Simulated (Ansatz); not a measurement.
# TiAl₃ (Pm-3m): resistivity and electron-phonon coupling

Consider the following.

```xyz
4
Lattice="3.9485 0.0000 0.0000 0.0000 3.9485 0.0000 0.0000 0.0000 3.9485" Properties=species:S:1:pos:R:3 pbc="T T T"
Ti     0.0000     0.0000     0.0000
Al     1.9743     1.9743     0.0000
Al     0.0000     1.9743     1.9743
Al     1.9743     0.0000     1.9743
```

Computed with PBEsol, DFPT electron-phonon coupling, linearised Boltzmann equation (plane waves, PAW, scalar-relativistic; Ansatz, a program for electronic structure). How the cell was made: relaxed with this functional, without spin-orbit coupling.

| Item | Value |
|---|---|
| resistivity at 300 K | 11.4 μΩ·cm |
| resistivity at 77 K | 0.76 μΩ·cm |
| electron mean free path at 300 K (weighted by the current that each state carries) | 9.0 nm |
| electron-phonon coupling λ | 0.33 |
| transport coupling λ_tr | 0.37 |
| logarithmic mean phonon energy | 27 meV |
| density of states at the Fermi level | 1.11 states/(eV·spin·cell) |
| Drude plasma energy | 5.9 eV |
| Hall coefficient at 300 K | -12.9 ×10⁻¹¹ m³/C |

A metal at this level (no band gap). Only scattering by harmonic phonons is included (no impurities, grain boundaries, electron-electron scattering or thermal expansion). Spin-orbit coupling is left out. Halving the electron mesh (20x20x20) moves the resistivity by up to 8 % at 300 K, the mean free path by up to 3 %, the coupling by up to 4 %. Smearing 0.20 eV; phonons on a 4x4x4 q mesh, which this run doesn't test and which matters most at low temperature.

Computed structure, not matched to a measured one here, so possibly hypothetical: TiAl3 (Pm-3m).
